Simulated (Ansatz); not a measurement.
The reference is C in the diamond structure (space group Fd-3m, No. 227; a = 3.532 Å). Axes: x, y, z lie along the cube axes.

Calculations: Ansatz (a quantum-chemistry and plane-wave program), LDA, PAW, cutoff 420 eV, no spin-orbit coupling.

For the base:

```
Property                            Result
---------------------  -------------------
Valence-band top at Γ  0.00, 0.00, 0.00 eV
```

Perturbation: uniaxial strain ε_zz = −2.50 %, all other strain components held at zero; the atoms relax in the strained cell.

Predict the new valence-band top at Γ and stress.

The valence-band top at Γ (three highest levels, from the VBM) becomes 0.00, -0.38, -0.38 eV (base: 0.00, 0.00, 0.00 eV); the stress (xx, yy, zz, yz, xz, xy; compression positive) comes out as (4.32, 4.32, 28.52, 0.00, 0.00, 0.00) GPa.

The levels and masses belong to the bands next to the band gap. Stability against distortions was not tested.
